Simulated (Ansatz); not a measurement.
The structure below was relaxed with PBEsol, PAW, 420 eV (Ansatz, an electronic-structure program; no spin-orbit coupling), at pressure 0.7 GPa.

Space group I-43d (No. 220); a = 6.6453 Å, b = 6.6453 Å, c = 6.6453 Å, α = 90.00°, β = 90.00°, γ = 90.00°

```tsv
atom	site	symmetry	x	y	z
Hf	12b	-4..	0.1250	0.5000	0.2500
N	16c	.3.	0.1802	0.1802	0.1802
```

### Question
Write out a cell with all atoms.

### Answer
```cif
data_Hf12N16
_chemical_formula_sum 'Hf12 N16'
_space_group_name_H-M_alt 'P 1'
_space_group_IT_number 1
_cell_length_a 6.64529
_cell_length_b 6.64529
_cell_length_c 6.64529
_cell_angle_alpha 90.000
_cell_angle_beta 90.000
_cell_angle_gamma 90.000
loop_
_space_group_symop_operation_xyz
  'x, y, z'
loop_
_atom_site_label
_atom_site_type_symbol
_atom_site_fract_x
_atom_site_fract_y
_atom_site_fract_z
_atom_site_occupancy
Hf1 Hf 0.75000 0.37500 0.50000 1
Hf2 Hf 0.12500 0.50000 0.25000 1
Hf3 Hf 0.25000 0.12500 0.50000 1
Hf4 Hf 0.37500 0.50000 0.75000 1
Hf5 Hf 0.50000 0.75000 0.37500 1
Hf6 Hf 0.50000 0.25000 0.12500 1
N1 N 0.06984 0.56984 0.93016 1
N2 N 0.31984 0.18016 0.81984 1
N3 N 0.43016 0.43016 0.43016 1
N4 N 0.18016 0.81984 0.31984 1
N5 N 0.56984 0.93016 0.06984 1
N6 N 0.81984 0.31984 0.18016 1
N7 N 0.93016 0.06984 0.56984 1
N8 N 0.18016 0.18016 0.18016 1
Hf7 Hf 0.25000 0.87500 0.00000 1
Hf8 Hf 0.62500 0.00000 0.75000 1
Hf9 Hf 0.75000 0.62500 0.00000 1
Hf10 Hf 0.87500 0.00000 0.25000 1
Hf11 Hf 0.00000 0.25000 0.87500 1
Hf12 Hf 0.00000 0.75000 0.62500 1
N9 N 0.56984 0.06984 0.43016 1
N10 N 0.81984 0.68016 0.31984 1
N11 N 0.93016 0.93016 0.93016 1
N12 N 0.68016 0.31984 0.81984 1
N13 N 0.06984 0.43016 0.56984 1
N14 N 0.31984 0.81984 0.68016 1
N15 N 0.43016 0.56984 0.06984 1
N16 N 0.68016 0.68016 0.68016 1
```
This is the conventional cell.

Load acts through the strain it causes; cell and atoms are relaxed under it. Whether these cells are dynamically stable was not tested. The cell was made from Hf$_{3}$N$_{4}$ (space group I-43d, No. 220) by this change: pressure 0.7 GPa.
